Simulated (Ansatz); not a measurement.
MgZn2 (P6₃/mmc, No. 194) was calculated with LDA in Ansatz (plane waves, PAW).

Run with plane-wave cutoff 520 eV, 18×18×8 k mesh (along the axes of the cell as run), Fermi–Dirac smearing 0.074 eV (set by the program), scalar-relativistic PAW data made under PBE.

Computed at the level's own relaxed cell.

Hill averages of the elastic tensor: K = 82.5 GPa, G = 38.6 GPa. Volume 15.163 Å³/atom, mean atomic mass 51.708 u.

Work out the density, the sound velocities of a polycrystal and the elastic Debye temperature, and Pugh's ratio at this level.

ρ = 1.66054 × 51.708/15.163 = 5.663 g/cm³. v_l = √[(K + 4G/3)/ρ] = 4.864 km/s and v_t = √(G/ρ) = 2.611 km/s. The mean follows from 3/v_m³ = 1/v_l³ + 2/v_t³: v_m = 2.916 km/s. Θ_D = (ħ/k_B) v_m (6π²/V)^(1/3) = 76.38 K Å s/km × 2.916 × 1.5748 Å⁻¹ = 351 K, counting all atoms of the cell. K/G = 2.14, to be set beside Pugh's rough bound of 1.75 between brittle and ductile metals.

Note: the volume lies 10 % below that of the published cell.

Ansatz is an electronic-structure program.
